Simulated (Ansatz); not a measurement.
Functionals compared on H2O on the 1x1 (111) surface of fcc Cu, one in a 2x2 cell, started at the site 'hollow Cu-Cu-Cu over Cu at depth 2.1 Å', in Ansatz (plane waves, PAW). The structure was relaxed with PBE; the other rows are single points on it, each with its references at the same level. Cutoff 420 eV (500 eV for r2SCAN).

Model: 19-atom slab, 6.2 Å thick at the start under the adsorbate (thin: gaps and levels are the slab's own), 6x6x1 mesh, Fermi-Dirac 0.1 eV, dipole correction, 8 atoms held, the rest relaxed; no symmetry held; no spin, no spin-orbit, no U, no dispersion correction. At the end no host atom lies within bonding distance. In PBE it is, or lies within 0.03 eV of, the lowest of the starts that converged. These notes are the PBE run's. Adsorption energies are against H2O(g). A negative adsorption energy means that the adsorbate is more stable on the surface than in its reference.

```
functional  adsorption energy (eV)  work function of the top face (eV)  change of the work function (eV)         rough cost of the single point
----------  ----------------------  ----------------------------------  --------------------------------  -------------------------------------
PBE                          -0.15                                4.18                             -0.59                                      –
RPBE                          0.02                                4.05                             -0.55  about 5 core-minutes (a rough figure)
r2SCAN                           …                                   …                                 …            very roughly 8 core-minutes
```

Problem. Complete the blanks.

Solution. 
- r2SCAN, adsorption energy (eV): -0.27
- r2SCAN, work function of the top face (eV): 4.14
- r2SCAN, change of the work function (eV): -0.67

Ansatz is a program for electronic structure.
